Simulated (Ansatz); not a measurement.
**How far to go with the plane-wave cutoff: BaPb (Cm, 4 atoms in the cell)**

```
CELL_PARAMETERS angstrom
      2.70207    -6.41329     0.00000
      2.70207     6.41329     0.00000
      0.00000     0.00000     4.90936
ATOMIC_POSITIONS crystal
  Ba 0.86697 0.13303 0.76018
  Ba 0.13303 0.86697 0.25000
  Pb 0.57703 0.42297 0.75000
  Pb 0.42297 0.57703 0.25000
```

Method: PBEsol, default PAW files made with PBE (plane waves; Ansatz, a first-principles code).

Base settings: basis.ecutwfc = 420 eV; kpoints.mp_grid.grid = 3 3 3; hamiltonian.xc = pbesol; hamiltonian.pseudopotentials = {kind: paw} (the program's default PAW files); scf.occupations.method = fermi_dirac; scf.occupations.width = 0.1 eV.

The second cell is the first with its lattice scaled by 0.98.

The mesh stays at the base's, so the ladder's end is converged at best in this setting alone.

The first pressure column holds Ansatz's estimate of the finite-basis (Pulay) stress, which hides part of the cutoff error; the other is without it.

Only quantities that move along the ladder and can be compared are tabulated.

The count of work is k-points × plane waves × bands × iterations; it is no time. 

The starting cell comes from a database of computed structures (which also holds hypothetical and non-ambient phases and stackings), without a prior relaxation at this level. Its lattice was rescaled by up to half a per cent. One atom was moved a little off its site on purpose. Without a gap this mesh is coarse (it stands for a supercell whose shortest vector is 15 Å).

| basis.ecutwfc | free energy less the last step's (meV/atom) | energy of the compressed cell less the first (meV/atom) | pressure (GPa) | pressure without the Pulay estimate (GPa) | largest difference of a force vector from the last step's (eV/Å) | count of work / last |
|---|---|---|---|---|---|---|
| 145 eV | 21543.94 | 150.97 | 0.04 | -263.44 | 0.164 | 0.054 |
| 170 eV | 9116.72 | -23.70 | -1.33 | -139.35 | 0.372 | 0.069 |
| 190 eV | 4358.25 | 114.15 | -0.54 | -78.72 | 0.278 | 0.082 |
| 210 eV | 2028.32 | -1.82 | -0.64 | -43.35 | 0.246 | 0.095 |
| 230 eV | 895.56 | -6.78 | -1.29 | -23.01 | 0.126 | 0.11 |
| 250 eV | 379.79 | -15.09 | -1.22 | -12.08 | 0.026 | 0.12 |
| 295 eV | 39.17 | -10.36 | -1.43 | -3.02 | 0.006 | 0.16 |
| 335 eV | 3.79 | -11.02 | -1.44 | -1.62 | 0.001 | 0.17 |
| 380 eV | 0.69 | -10.97 | -1.44 | -1.45 | 0.000 | 0.20 |
| 420 eV | 0.39 | -10.98 | -1.44 | -1.45 | 0.000 | 0.23 |
| 460 eV | 0.19 | -10.98 | -1.44 | -1.44 | 0.000 | 0.31 |
| 505 eV | 0.14 | -10.98 | -1.44 | -1.44 | 0.000 | 0.35 |
| 565 eV | 0.09 | -10.98 | -1.44 | -1.44 | 0.000 | 0.37 |
| 630 eV | 0.04 | -10.98 | -1.44 | -1.44 | 0.000 | 0.43 |
| 735 eV | 0.02 | -10.98 | -1.44 | -1.44 | 0.000 | 0.54 |
| 840 eV | 0.01 | -10.98 | -1.44 | -1.44 | 0.000 | 0.76 |
| 1010 eV | 0.00 | -10.98 | -1.44 | -1.44 | 0.000 | 1.0 |

Coarsest basis.ecutwfc that holds the pressure within 0.2 GPa of the last step, with all finer ones: 295 eV, at 0.16 of the last step's count of work; the step before is off by 0.22 GPa.

Coarsest basis.ecutwfc that holds the free energy within 2 meV/atom of the last step, with all finer ones: 380 eV, at 0.20 of the last step's count of work; the step before is off by 3.8 meV/atom.

Coarsest basis.ecutwfc that holds the forces within 0.02 eV/Å of the last step, with all finer ones: 295 eV, at 0.16 of the last step's count of work; the step before is off by 0.026 eV/Å.

The energy difference between the two cells stays within 1 meV/atom of the last step's from 295 eV on, the total only from 380 eV on: much of the error is common to both cells and cancels.

At the lowest cutoff the pressure without the Pulay estimate lies 262 GPa under the last step's, the usual sign of Pulay stress in an incomplete plane-wave basis.

Keys are those of Ansatz 0.2.
